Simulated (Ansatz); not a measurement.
We consider TiAl3 (I4/mmm, No. 139), described by PBEsol-D3(BJ) (Ansatz, a program for electronic structure, PAW).

Run with plane-wave cutoff 520 eV, 20×20×20 k mesh, Fermi–Dirac smearing 0.05 eV, no spin polarisation, scalar-relativistic PAW data made under PBE.

Shape and atoms are relaxed at each volume.

Pressure at four volumes; x = ln(V/14.982 Å³). One pressure is withheld.

```json
[
 {"V (Å³/atom)": "14.383", "x": "-0.0408", "P (GPa)": "5.34"},
 {"V (Å³/atom)": "14.982", "x": "0.0000", "P (GPa)": "0.00"},
 {"V (Å³/atom)": "15.282", "x": "0.0198", "P (GPa)": "-2.29"},
 {"V (Å³/atom)": "15.581", "x": "0.0392", "P (GPa)": "?"}
]
```

### Question
Pass a parabola P(x) through the three rows shown, estimate the bulk modulus and its pressure derivative near zero pressure, and predict the withheld pressure.

### Answer
Slopes between the rows: (0.00 − (5.34))/(0.0000 − (-0.0408)) = -130.88 and (-2.29 − (0.00))/(0.0198 − (0.0000)) = -115.66 GPa. Their difference over the span 0.0606 is c = 15.22/0.0606 = 251.2 GPa, so P(x) = 5.34 + (-130.88)(x − (-0.0408)) + 251.2 (x − (-0.0408))(x − (0.0000)). At the middle row B = −dP/dx = −[-130.88 + 251.2 × 0.0408] = 120.6 GPa, and B′ = dB/dP = 2c/B = 4.2. At x = 0.0392 the parabola gives -4.34 GPa; the run gives -4.37 GPa. The Birch–Murnaghan fit to the energies at all volumes has B0 = 121 GPa and B′ = 4.0.

Note: the volume lies 6 % below that of the published cell; the bulk modulus comes from volumes at which shape and atoms were relaxed.
